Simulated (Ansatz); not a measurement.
System: CaZnF4 (I4₁/a, No. 88, 12 atoms in the cell; start COD 1529060). Method: LDA in Ansatz (PAW).

Numerical settings: plane-wave cutoff 520 eV, 10×10×10 k mesh, Fermi–Dirac smearing 0.01 eV, scalar-relativistic PAW data made under PBE.

Cell (measured lattice):

Space group I4₁/a, origin choice 1 (No. 88); a = b = 5.323 Å, c = 11.012 Å, α = β = γ = 90.00°

```csv
atom,site,symmetry,x,y,z
Zn,4a,-4..,0.0000,0.0000,0.0000
Ca,4b,-4..,0.0000,0.0000,0.5000
F,16f,1,0.2650,0.1600,0.0920
```
(The calculation used a cell of 12 atoms; values per cell refer to that cell.)

Task: Predict the band gap.

Result: 
band gap: 5.09 eV (direct)

Note: the file's cell can be that of a phase stable at another temperature; cell and atoms aren't relaxed at this level (largest force component 0.22 eV/Å, pressure -6.7 GPa).

Static lattice: no zero-point or thermal effects.

Cost on a shared machine: very roughly 3 core-minutes.

Ansatz is a quantum-chemistry and plane-wave program.
